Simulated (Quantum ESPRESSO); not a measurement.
Quantum ESPRESSO run on Ba (Im-3m, 1 atom in the cell): self-consistent single point.

Level of theory: PBE, SSSP 1.1.2 efficiency (PBE) pseudopotentials (plane waves; Quantum ESPRESSO 7.5).

```
Ba
1.0
    2.49745     2.49745     2.49745
   -2.49745     2.49745     2.49745
   -2.49745    -2.49745     2.49745
Ba
1
Direct
  0.00000   0.00000   0.00000
```

Reference input (self-consistent single point, DFT, PBE, plane waves, SSSP 1.1.2 efficiency (PBE) pseudopotentials): ecutwfc = 45 Ry; ecutrho = 360 Ry; occupations = smearing; smearing = gaussian; degauss = 0.0073499 Ry; potentials = {Ba: Ba.pbe-spn-kjpaw_psl.1.0.0.UPF}; K_POINTS = automatic 8 8 8 0 0 0; conv_thr = 1e-10 Ry; mixing_beta = 0.3. This run's input differs from it in these lines:

```diff
@@ -16,5 +16,3 @@
    ecutrho = 360
-   occupations = 'smearing'
-   smearing = 'gaussian'
-   degauss = 0.0073499
+   occupations = 'tetrahedra_opt'
 /
@@ -29,3 +27,3 @@
 K_POINTS {automatic}
-8 8 8  0 0 0
+7 7 7  0 0 0
```

The program printed (abridged):

```
     Self-consistent Calculation

     iteration #  1     ecut=    45.00 Ry     beta= 0.30

---- Real-time Memory Report at c_bands before calling an iterative solver
           210 MiB given to the printing process from OS
            37 MiB allocation reported by mallinfo(arena+hblkhd)
------------------

     Threshold (ethr) on eigenvalues was too large:
     Diagonalizing with lowered threshold

---- Real-time Memory Report at c_bands before calling an iterative solver
           219 MiB given to the printing process from OS
            49 MiB allocation reported by mallinfo(arena+hblkhd)
------------------

   [... lines left out ...]

---- Real-time Memory Report at c_bands before calling an iterative solver
           228 MiB given to the printing process from OS
            56 MiB allocation reported by mallinfo(arena+hblkhd)
------------------

     total energy              =    -436.18019151 Ry
     estimated scf accuracy    <          1.4E-10 Ry

     iteration # 16     ecut=    45.00 Ry     beta= 0.30

---- Real-time Memory Report at c_bands before calling an iterative solver
           228 MiB given to the printing process from OS
            56 MiB allocation reported by mallinfo(arena+hblkhd)
------------------
     End of self-consistent calculation

     the Fermi energy is     5.8741 ev

!    total energy              =    -436.18019151 Ry
     estimated scf accuracy    <          8.7E-11 Ry

      -> PAW hartree energy AE =      28.56270777 Ry
      -> PAW hartree energy PS =     -28.46258793 Ry
      -> PAW xc energy AE      =    -394.19458186 Ry
      -> PAW xc energy PS      =      19.14562069 Ry
      -> total E_H with PAW    =       8.70175813 Ry
      -> total E_XC with PAW   =    -395.21275828 Ry

     convergence has been achieved in  16 iterations

     Forces acting on atoms (cartesian axes, Ry/au):

     atom    1 type  1   force =     0.00000000    0.00000000    0.00000000

     Total force =     0.000000     Total SCF correction =     0.000000

          total   stress  (Ry/bohr**3)                   (kbar)     P=        1.94
   0.00001321  -0.00000000   0.00000000            1.94       -0.00        0.00
  -0.00000000   0.00001321  -0.00000000           -0.00        1.94       -0.00
   0.00000000  -0.00000000   0.00001321            0.00       -0.00        1.94

   JOB DONE.
```

The run converged in 16 iterations. Against the reference run the free energy goes up by 16.7 meV/atom and the pressure hardly changes (0.11 to 0.19 GPa).

The starting cell has typed, rounded lattice constants, without a prior relaxation at this level. Its lattice was rescaled by up to half a per cent.
